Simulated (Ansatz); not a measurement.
Base system: Be in the hcp (Mg type) structure (space group P6_3/mmc, No. 194; a = 2.2627 Å, c = 3.5664 Å; relaxed with 0.1 eV smearing).

Level of theory: PBE, PAW, 420 eV (Ansatz, a quantum-chemistry and plane-wave program; no spin-orbit coupling).

Strains are applied to the cell and any free atomic positions relax.

One change was made to it. Results:

```json
[
 {"quantity": "energy relative to the base (free energy F)", "base": "0 meV/atom", "after": "+16 meV/atom"},
 {"quantity": "pressure (mean of the normal stresses, compression positive)", "base": "0.0 GPa", "after": "-8.1 GPa"}
]
```

### Question
What was done to the base?
(A) isotropic strain +3.00 %
(B) isotropic strain +1.00 %
(C) isotropic strain +0.50 %
(D) isotropic strain −2.00 %
(E) isotropic strain +2.50 %

### Answer
E, isotropic strain +2.50 %. For comparison, the energy relative to the base in the other runs: isotropic strain +3.00 % gives +23 meV/atom; isotropic strain +1.00 % gives +2.7 meV/atom; isotropic strain +0.50 % gives +0.7 meV/atom; isotropic strain −2.00 % gives +11 meV/atom.

Whether these cells are dynamically stable was not tested.
